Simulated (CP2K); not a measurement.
## Functionals side by side, with their cost (level): TiO2 (Pnma, 12 atoms in the cell)

Cell: a = 5.7201 Å, b = 3.7067 Å, c = 8.7113 Å, α = 90.00°, β = 90.00°, γ = 90.00°.

Program: CP2K, GTH-PADE potentials (GTH_POTENTIALS); each row names its functional.

Base settings: CUTOFF = 600 Ry; REL_CUTOFF = 60 Ry; KPOINTS/SCHEME = MONKHORST-PACK 4 5 3; GAMMA_CENTERED = T; XC_FUNCTIONAL = PADE; Ti/BASIS_SET = DZVP-MOLOPT-SR-GTH; Ti/POTENTIAL = GTH-PADE-q12; O/BASIS_SET = DZVP-MOLOPT-SR-GTH; O/POTENTIAL = GTH-PADE-q6; METHOD = GPW.

Differences are taken from SCAN, a reference of convenience: it is no measurement, and no ranking of the functionals follows.

Core times come from one kind of shared machine and are given to one figure; runs under 30 s give none.

The starting cell comes from a database of computed structures (which also holds hypothetical and non-ambient phases and stackings), without a prior relaxation at this level. Values carry the incompleteness of an atom-centred basis. In the base run, with a pressure of about -6 GPa the cell is away from its equilibrium volume at this level.

```
level            gap on the mesh less reference (eV)  pressure less reference (GPa)  largest difference in the force on any atom (eV/Å)  core time / reference (rough)
---------------  -----------------------------------  -----------------------------  --------------------------------------------------  -----------------------------
LDA (Pade form)                               -0.614                          -4.63                                               0.327                            0.2
AM05                                          -0.541                           0.50                                               0.316                            0.3
TPSS                                          -0.376                           2.96                                               0.282                            0.7
SCAN                                           0.000                           0.00                                               0.000                              1
```

Left out of this page: 6 runs of the series unsound by tests on forces, stress, charge or solver warnings.
